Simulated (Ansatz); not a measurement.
For PbTe (model structure, started from the WC type, P-6m2, No. 187, 2 atoms in the cell), PBEsol in Ansatz (plane waves, PAW) gives:

| Property | Value |
|---|---|
| equilibrium lattice constant a | 4.333 Å |
| lattice parameter c | 4.145 Å |
| enthalpy of formation | -0.244 eV/atom |

Q: What does r²SCAN in Ansatz (PAW) give for the same quantities?

A: 
- lattice constant a: 4.427 Å (grows by 2.2 %)
- lattice parameter c: 4.180 Å (grows by 0.8 %)
- formation enthalpy: -0.364 eV/atom (moves by -0.120 eV/atom)

Changes are worked out from the printed values.

Unless a cell is named, each level is at its own relaxed cell (PBEsol 33.69, r²SCAN 35.47 Å³/atom).

Levels without +SOC leave out spin–orbit coupling, which shifts energies and cells of such heavy elements.

Ansatz's density-functional and Hartree–Fock values are scalar-relativistic unless marked +SOC, with PAW data made under PBE.

A model structure was made by putting elements into a prototype or built by hand; it is no filed structure, need not be a known phase, and can be a saddle point held by its symmetry.

Ansatz is an electronic-structure program.
